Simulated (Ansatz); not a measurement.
# MoSi2: element substitutions

The reference is MoSi2 (space group I4/mmm, No. 139; a = 3.190 Å, c = 7.821 Å).

Each row replaces one element on all its sites; cell and atoms are relaxed.

Levels (all Ansatz, a quantum-chemistry and plane-wave program, PAW): PBEsol (420 eV, scalar-relativistic without spin-orbit coupling); r2SCAN (500 eV, no spin-orbit coupling).

Pressures by level, all at the geometries relaxed with PBEsol:

```json
[
 {"case": "base", "PBEsol": "0.0 GPa", "r2SCAN": "1.4 GPa"},
 {"case": "Si → Pb", "PBEsol": "0.0 GPa", "r2SCAN": "2.6 GPa"},
 {"case": "Mo → Zr", "PBEsol": "0.0 GPa", "r2SCAN": "2.7 GPa"},
 {"case": "Mo → W", "PBEsol": "0.0 GPa", "r2SCAN": "0.8 GPa"}
]
```

Single points use the geometry relaxed with PBEsol. Their cutoffs differ, which shifts pressures a little. Whether these cells are dynamically stable was not tested. As relaxed here, MoPb2 and ZrSi2 are hypothetical phases, not in the database extracts checked. All final runs are without spin polarisation. MoPb2 and ZrSi2 have a high density of states at the Fermi level and may be magnetic at this level.
